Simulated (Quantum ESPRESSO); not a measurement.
Quick settings and what they miss: PbF₂ (Fm-3m, 3 atoms in the cell)

Self-consistent single point.

```yaml
crystal:
  lattice:
    - [-3.00350, 0.00000, 3.00350]
    - [0.00000, 3.00350, 3.00350]
    - [-3.00350, 3.00350, 0.00000]
  atoms:
    - { symbol: Pb, position: [0.00000, 0.00000, 0.00000] }
    - { symbol: F, position: [0.75000, 0.75000, 0.75000] }
    - { symbol: F, position: [0.25000, 0.25000, 0.25000] }
```

Method of the run: PBE, GBRV 1.5 ultrasoft (PBE) pseudopotentials (plane waves; Quantum ESPRESSO 7.5).

Base settings: ecutwfc = 40 Ry; ecutrho = 200 Ry; occupations = fixed; potentials = {Pb: pb_pbe_v1.uspp.F.UPF, F: f_pbe_v1.4.uspp.F.UPF}; K_POINTS = automatic 10 10 10 1 1 1; nbnd = 18; conv_thr = 1e-09 Ry; mixing_beta = 0.5.

Tight run (finer mesh or higher cutoff; not a proven limit): ecutwfc: 40 Ry → 56 Ry; ecutrho: 200 Ry → 280 Ry; conv_thr: 1e-09 Ry → 7.3e-11 Ry; K_POINTS: automatic 10 10 10 1 1 1 → automatic 14 14 14 1 1 1. It gave top of the valence band (on the code's own zero) 4.56 eV; gap on the k-point mesh 4.45 eV; pressure -0.39 GPa.

Quick runs, as changes from the base:
- A: the base itself
- B: ecutwfc: 40 Ry → 32 Ry; ecutrho: 200 Ry → 160 Ry; occupations: fixed → smearing; nbnd: 18 → default; K_POINTS: automatic 10 10 10 1 1 1 → automatic 6 6 6 1 1 1; smearing: default → fermi-dirac; degauss: default → 0.0099958 Ry
- C: ecutwfc: 40 Ry → 28 Ry; ecutrho: 200 Ry → 140 Ry; occupations: fixed → smearing; nbnd: 18 → default; K_POINTS: automatic 10 10 10 1 1 1 → automatic 8 8 8 1 1 1; smearing: default → methfessel-paxton; degauss: default → 0.036749 Ry
- D: ecutwfc: 40 Ry → 24 Ry; ecutrho: 200 Ry → 120 Ry; occupations: fixed → smearing; nbnd: 18 → default; pseudopotentials: {Pb: pb_pbe_v1.uspp.F.UPF, F: f_pbe_v1.4.uspp.F.UPF} → {Pb: pb_lda_v1.uspp.F.UPF, F: f_lda_v1.4.uspp.F.UPF}; K_POINTS: automatic 10 10 10 1 1 1 → automatic 1 1 1 1 1 1; smearing: default → marzari-vanderbilt; degauss: default → 0.0147 Ry [LDA (PZ)]
- E: ecutwfc: 40 Ry → 28 Ry; ecutrho: 200 Ry → 140 Ry; K_POINTS: automatic 10 10 10 1 1 1 → automatic 4 4 4 1 1 1
- F: ecutwfc: 40 Ry → 20 Ry; ecutrho: 200 Ry → 100 Ry; K_POINTS: automatic 10 10 10 1 1 1 → automatic 4 4 4 1 1 1

Dashes: energy of D, another energy zero; gap of D, left out as unsure on this mesh or at this smearing.

Gaps are read on each run's own mesh, which may miss the band edges.

† marks runs with another functional, U, potentials or spin treatment: their distance from the tight run is not a convergence error alone.

The count of work is k-points × plane waves × bands × iterations; it is no time. 

The starting cell comes from a database of computed structures (which also holds hypothetical and non-ambient phases and stackings), without a prior relaxation at this level. Its lattice was rescaled by a random factor within 2.5 % of one. Spin-orbit coupling is off. The shifted mesh does not hold Γ, so a gap read on it misses any band edge there.

```
run  energy less tight (meV/atom)  pressure less tight (GPa)  gap on the mesh less tight (eV)  count of work / tight
---  ----------------------------  -------------------------  -------------------------------  ---------------------
A                             4.0                      -0.31                            0.024                   0.21
B                            75.4                      -5.00                            0.114                  0.024
C                           283.8                     -14.87                            0.051                  0.050
D†                              –                     -49.75                                –                0.00048
E                           285.6                     -14.95                            0.258                 0.0083
F                          3090.8                    -105.85                            0.211                 0.0038
```

Among the runs at the tight run's level, the energy misses run from 4.0 to 3090.8 meV/atom.
